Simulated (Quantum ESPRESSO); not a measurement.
Quantum ESPRESSO run on YbB2Ru3 (P6/mmm, 6 atoms in the cell): self-consistent single point.

Method of the run: PBEsol, SSSP 1.1.2 efficiency (PBE) pseudopotentials (plane waves; Quantum ESPRESSO).

The change in words: lattice scaled by 0.98. Reference geometry:
```
CELL_PARAMETERS angstrom
      5.58893     0.00000     0.00000
     -2.79447     4.84016     0.00000
      0.00000     0.00000     2.96200
ATOMIC_POSITIONS crystal
  Yb 0.00000 0.00000 0.00000
  B  0.66667 0.33333 0.00000
  B  0.33333 0.66667 0.00000
  Ru 0.00000 0.50000 0.50000
  Ru 0.50000 0.00000 0.50000
  Ru 0.50000 0.50000 0.50000
```

Reference input (self-consistent single point, DFT, PBEsol, plane waves, SSSP 1.1.2 efficiency (PBE) pseudopotentials): ecutwfc = 60 Ry; ecutrho = 480 Ry; occupations = smearing; smearing = fermi-dirac; degauss = 0.0073499 Ry; input_dft = pbesol; potentials = {Yb: Yb.GGA-PBE-paw-v1.0.UPF, B: b_pbe_v1.4.uspp.F.UPF, Ru: Ru_ONCV_PBE-1.0.oncvpsp.upf}; K_POINTS = automatic 6 6 9 0 0 0; conv_thr = 1e-10 Ry; mixing_beta = 0.7. This run's input differs from it in these lines:

```diff
@@ -37,5 +37,5 @@
 CELL_PARAMETERS angstrom
-   5.588931447     0.000000000     0.000000000
-  -2.794465723     4.840156613     0.000000000
-   0.000000000     0.000000000     2.962003000
+   5.477152709     0.000000000     0.000000000
+  -2.738576354     4.743353386     0.000000000
+   0.000000000     0.000000000     2.902763000
```

The program printed (abridged):

```
     Self-consistent Calculation

     iteration #  1     ecut=    60.00 Ry     beta= 0.70

     Threshold (ethr) on eigenvalues was too large:
     Diagonalizing with lowered threshold

     total energy              =   -1580.27824568 Ry
     estimated scf accuracy    <       0.33139758 Ry

     iteration #  2     ecut=    60.00 Ry     beta= 0.70

     total energy              =   -1578.64027314 Ry
     estimated scf accuracy    <     107.40942515 Ry

     iteration #  3     ecut=    60.00 Ry     beta= 0.70

     total energy              =   -1580.42135451 Ry
     estimated scf accuracy    <       2.73597060 Ry

   [... 13 blocks of this kind left out ...]

     iteration # 17     ecut=    60.00 Ry     beta= 0.70

     total energy              =   -1580.53595167 Ry
     estimated scf accuracy    <          3.0E-09 Ry

     iteration # 18     ecut=    60.00 Ry     beta= 0.70
     End of self-consistent calculation

     the Fermi energy is    19.8261 ev

!    total energy              =   -1580.53595167 Ry
     estimated scf accuracy    <          1.3E-11 Ry
     smearing contrib. (-TS)   =      -0.01886849 Ry
     internal energy E=F+TS    =   -1580.51708318 Ry

     convergence has been achieved in  18 iterations

     Forces acting on atoms (cartesian axes, Ry/au):

     atom    1 type  1   force =     0.00000000   -0.00000000    0.00000000
   [... zero for the other atoms too ...]

     Total force =     0.000000     Total SCF correction =     0.000000

          total   stress  (Ry/bohr**3)                   (kbar)     P=       33.57
   0.00009011  -0.00000000   0.00000000           13.25       -0.00        0.00
  -0.00000000   0.00009011  -0.00000000           -0.00       13.25       -0.00
   0.00000000   0.00000000   0.00050432            0.00        0.00       74.19

   JOB DONE.
```

The run converged in 18 iterations. Against the reference run the free energy goes down by 17.3 meV/atom and the pressure goes from -9.89 to 3.36 GPa.

The starting cell comes from a database of computed structures (which also holds hypothetical and non-ambient phases and stackings), without a prior relaxation at this level. Its lattice was rescaled by a random factor within 2.5 % of one. For this run, on top of that: lattice scaled by 0.98. Spin polarisation is off. With a pressure of about 3 GPa the cell is away from its equilibrium volume at this level.

Cost on one core of a shared machine: roughly 5 min.
